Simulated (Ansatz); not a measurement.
Input and output of a self-consistent single point for GaSb (F-43m, 2 atoms in the cell) (Ansatz, a first-principles code).

Method of the run: PBEsol, default PAW files made with PBE (plane waves; Ansatz).

```
GaSb
1.0
    0.00000     3.05000     3.05000
    3.05000     0.00000     3.05000
    3.05000     3.05000     0.00000
Ga Sb
1 1
Direct
  0.00000   0.00000   0.00000
  0.25000   0.25000   0.25000
```

Reference input (self-consistent single point, DFT, PBE, plane waves, default PAW files): kpoints.mp_grid.grid = 8 8 8; hamiltonian.xc = pbe; hamiltonian.pseudopotentials = {kind: paw} (the program's default PAW files); scf.occupations.method = fermi_dirac; scf.occupations.width = 0.01 eV. This run's input differs from it in these lines:

Ansatz 0.2 input:
```diff
@@ -11,3 +11,3 @@
 hamiltonian:
-  xc: pbe
+  xc: pbesol
   pseudopotentials: { kind: paw }
```

Output (repeated stretches shortened):

```
SCF iter   1: F=—  HF=-10151.529701 eV  |F-HF|=—  |Δ(HF+E_count)|=         —  Δρ=2.47e-3  dr2=4.61e-3  ethr=1.77e-3  ⟨swp⟩=6.2  Hψ=2697  notcnv=0
all-band conjugate gradients solve this SCF's bands
preconditioner: auto → none
SCF iter   2: F=—  HF=-10151.526788 eV  |F-HF|=—  |Δ(HF+E_count)|=   2.91e-3  Δρ=1.09e-3  dr2=5.32e-4  ethr=1.65e-5  ⟨swp⟩=3.0  Hψ=1187  notcnv=0
SCF iter   3: F=—  HF=-10151.526937 eV  |F-HF|=—  |Δ(HF+E_count)|=   1.50e-4  Δρ=2.66e-4  dr2=3.49e-5  ethr=1.90e-6  ⟨swp⟩=2.0  Hψ=1044  notcnv=0
SCF iter   4: F=—  HF=-10151.526948 eV  |F-HF|=—  |Δ(HF+E_count)|=   1.01e-5  Δρ=1.68e-4  dr2=1.06e-5  ethr=1.25e-7  ⟨swp⟩=2.0  Hψ=931  notcnv=0
SCF iter   5: F=—  HF=-10151.526945 eV  |F-HF|=—  |Δ(HF+E_count)|=   2.24e-6  Δρ=3.41e-5  dr2=6.40e-7  ethr=3.77e-8  ⟨swp⟩=2.0  Hψ=784  notcnv=0
SCF iter   6: F=-10151.526946 eV  HF=-10151.526946 eV  |F-HF|=5.86e-9  |Δ(HF+E_count)|=   2.37e-7  Δρ=6.57e-6  dr2=2.41e-8  ethr=3.57e-10  ⟨swp⟩=6.0  Hψ=2535  notcnv=0
SCF 1 converged in 6 iterations: F = -10151.526946 eV  dr2 = 2.41e-8
Free energy (F): -10151.526946 eV
Internal energy: -10151.526897 eV  (E = F + TS)
E sigma→0 (E₀):  -10151.526921 eV
Entropy (-TS):   -0.000048 eV (-0.024 meV/atom)
Fermi energy:    7.707112 eV
--- Forces (eV/Å), atoms counted from 1 ---
  atom   1  Ga     0.00000000     0.00000000     0.00000000
  atom   2  Sb    -0.00000000     0.00000000     0.00000000
--- Stress (GPa, compression-positive) ---
        0.257237      -0.000000      -0.000000
        0.000000       0.257237       0.000000
       -0.000000       0.000000       0.257237
  P = ⅓ Tr σ = 0.2572 GPa (2.572 kbar)
  The stress holds the Pulay correction. Without it, at fixed plane waves, as pw.x and ABINIT print it: P = 0.2236 GPa
```

The run converged in 6 iterations. Against the reference run the pressure goes from 2.79 to 0.26 GPa.

The starting cell has typed, rounded lattice constants, without a prior relaxation at this level. Ansatz's pressure includes its estimate of the finite-basis (Pulay) stress. The run gives no clean gap (levels at the Fermi energy touch, overlap or are partly filled at this smearing), which alone does not show that the compound is a metal.
